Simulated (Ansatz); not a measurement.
Consider a periodic stack without vacuum, fcc Rh (1 1 1) on corundum (0 0 1) (film strained to the substrate, started from cuts of the bulks and a machine-learned relaxation; slabs Al12O18 and Rh15, which can lie off the formulas): substrate slab Al12O18, film Rh15, surface cells [[1, 0], [0, 1]] and [[1, -2], [1, 1]], film strained by +2.5 and +2.5 %, outermost planes Al/Al and Rh/Rh as cut, which need not be the usual terminations and can put a slab off its formula. Its start:

```yaml
crystal:
  lattice:
    - [4.80875, 0.00000, 0.00706]
    - [-2.40437, 4.16451, 0.00541]
    - [-1.16263, 0.75292, 25.32473]
  atoms:
    - { symbol: Al, position: [0.03079, 0.98512, 0.11742] }
    - { symbol: Al, position: [0.68988, 0.33120, 0.05347] }
    - { symbol: Al, position: [0.36295, 0.65359, 0.10669] }
    - { symbol: Al, position: [0.70659, 0.30371, 0.19060] }
    - { symbol: O, position: [0.70094, 0.98147, 0.07207] }
    - { symbol: O, position: [0.33525, 0.31781, 0.07133] }
    - { symbol: O, position: [0.67871, 0.64502, 0.15736] }
    - { symbol: O, position: [0.36692, 0.95311, 0.15740] }
    - { symbol: O, position: [0.06069, 0.33230, 0.15744] }
    - { symbol: O, position: [0.03636, 0.68230, 0.07261] }
    - { symbol: Al, position: [0.71933, 0.28167, 0.29656] }
    - { symbol: Al, position: [0.37521, 0.63268, 0.21028] }
    - { symbol: Al, position: [0.05052, 0.95285, 0.27662] }
    - { symbol: Al, position: [0.39509, 0.60182, 0.36290] }
    - { symbol: O, position: [0.40717, 0.29385, 0.24375] }
    - { symbol: O, position: [0.01937, 0.59872, 0.24352] }
    - { symbol: O, position: [0.36286, 0.94083, 0.32946] }
    - { symbol: O, position: [0.05826, 0.24875, 0.32941] }
    - { symbol: O, position: [0.75068, 0.63593, 0.32950] }
    - { symbol: O, position: [0.71197, 0.98603, 0.24366] }
    - { symbol: Al, position: [0.40933, 0.57992, 0.46649] }
    - { symbol: Al, position: [0.06438, 0.93071, 0.38260] }
    - { symbol: Al, position: [0.74149, 0.24910, 0.45577] }
    - { symbol: Al, position: [0.08395, 0.90263, 0.51978] }
    - { symbol: O, position: [0.09154, 0.58815, 0.41568] }
    - { symbol: O, position: [0.71130, 0.90222, 0.41565] }
    - { symbol: O, position: [0.07172, 0.25263, 0.50157] }
    - { symbol: O, position: [0.73609, 0.55202, 0.50084] }
    - { symbol: O, position: [0.43646, 0.91682, 0.50094] }
    - { symbol: O, position: [0.40418, 0.28210, 0.41573] }
    - { symbol: Rh, position: [0.09948, 0.82504, 0.62090] }
    - { symbol: Rh, position: [0.76586, 0.15590, 0.61515] }
    - { symbol: Rh, position: [0.43296, 0.48848, 0.61566] }
    - { symbol: Rh, position: [0.10936, 0.14112, 0.70113] }
    - { symbol: Rh, position: [0.77443, 0.46878, 0.70172] }
    - { symbol: Rh, position: [0.44532, 0.80478, 0.70100] }
    - { symbol: Rh, position: [0.12338, 0.45376, 0.78753] }
    - { symbol: Rh, position: [0.78821, 0.78923, 0.78754] }
    - { symbol: Rh, position: [0.45611, 0.12200, 0.78742] }
    - { symbol: Rh, position: [0.13644, 0.77499, 0.87317] }
    - { symbol: Rh, position: [0.80149, 0.10325, 0.87390] }
    - { symbol: Rh, position: [0.46444, 0.43888, 0.87387] }
    - { symbol: Rh, position: [0.14762, 0.08983, 0.95983] }
    - { symbol: Rh, position: [0.80612, 0.42090, 0.95421] }
    - { symbol: Rh, position: [0.48041, 0.75642, 0.95930] }
```

The start was prepared with a machine-learned potential, and the result is one local minimum, with the in-plane cell held and forces under 0.04 eV/Å; the film can end far from its bulk form.

Calculation: PBE (plane waves to 420 eV, PAW; Ansatz, a quantum-chemistry and plane-wave program). Spin–orbit coupling is left out; the runs are not spin-polarised; PBE gaps are too small against experiment. Its k-point mesh 6×6×1, Fermi–Dirac width 0.05 eV.

Q: Predict the relaxed interface.

A: 
```
Item                                                                                        Value
--------------------------------------------------------------------------------  ---------------
interface area                                                                            20.0 Å²
period                                                                                    24.52 Å
heights between the nearest atoms of the two slabs at the two interfaces          2.00 and 2.00 Å
Al–Rh contacts across the interfaces within 1.22 times the sum of covalent radii   6, mean 2.58 Å
O–Rh contacts across the interfaces within 1.22 times the sum of covalent radii    6, mean 2.48 Å
```
